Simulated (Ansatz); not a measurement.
For Nb2CAs (P6_3/mmc), PBEsol, DFPT electron-phonon coupling, linearised Boltzmann equation (Ansatz, a program for electronic structure) gives a transport coupling λ_tr = 0.440 and a Drude plasma energy ħω_p = 4.90 eV along x (a = (3.30, 0.00, 0.00) Å; b = (-1.65, 2.86, 0.00) Å; c = (0.00, 0.00, 11.90) Å).

### Question
Estimate the resistivity at 300 K from the high-temperature formula ρ = 2π λ_tr k_B T / (ħ ε₀ ω_p²), and say how the full Boltzmann solution compares.

### Answer
The scattering rate is 1/τ = 2π λ_tr k_B T/ħ = 1.09e14 s⁻¹ and ω_p = 7.44e15 s⁻¹, so ρ ≈ 22.1 μΩ·cm. The Boltzmann solution gives 19.2 μΩ·cm, 0.87 times the estimate; it lies lower because k_BT is not large against the phonon energies and the solution lets the distribution adjust.

A metal at this level (no band gap). Only scattering by harmonic phonons is included (no impurities, grain boundaries, electron-electron scattering or thermal expansion). Spin-orbit coupling is left out. Halving the electron mesh (28x28x8) moves the resistivity by up to 3 % at 300 K, the coupling by up to 2 %. Smearing 0.20 eV; phonons on a 5x5x2 q mesh, which this run doesn't test.

Computed structure with no diffraction record at hand here (it may be known, metastable or hypothetical): Nb2CAs (P6_3/mmc).
